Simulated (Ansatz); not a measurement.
## Sr: Li interstitial (started 2.61 Å from the nearest host atom), symmetric start

Consider a 12-atom supercell of Sr in the fcc (Cu type) structure (space group Fm-3m, No. 225; a = 6.0289 Å) at its relaxed geometry.

Perturbation: one Li atom is added in an open site, starting 2.61 Å from the nearest host atom, atoms relaxed at fixed cell.

Level of theory: Ansatz (an electronic-structure program) PBE, no SOC, earlier PAW set. Γ-centred 5×4×5 mesh, Fermi–Dirac width 0.05 eV.

- Largest displacement of a host atom from its site in the perfect cell = 0.84 Å
- Final site of the added atom = 4 Sr at 2.87–3.06 Å (tetrahedral)

Final structure:

```xyz
13
Lattice="0.0000 6.0289 6.0289 6.0289 -6.0289 6.0289 6.0289 6.0289 0.0000" Properties=species:S:1:pos:R:3 pbc="T T T"
Sr    -0.4086     0.4086    -0.4086
Sr     3.0922     2.9367     0.0812
Sr     3.2262    -0.0042     3.2262
Sr     6.0331     2.8027     3.2262
Sr     6.1877    -0.1588     6.1877
Sr     8.9546     3.1032     6.0570
Sr     0.0812     2.9367     3.0922
Sr     3.0922     5.9477     3.0922
Sr     3.2262     2.8027     6.0331
Sr     6.0210     6.0368     6.0210
Sr     6.0570     3.1032     8.9546
Sr     8.9546     6.0008     8.9546
Li     1.2501    -1.2501     1.2501
```

The cell is small, so the values are those of an ordered compound at a high defect concentration; dilute-limit values will differ. The defect started on the symmetric site and kept its symmetry, so it may sit on a saddle. The defect cell is not spin-polarised.
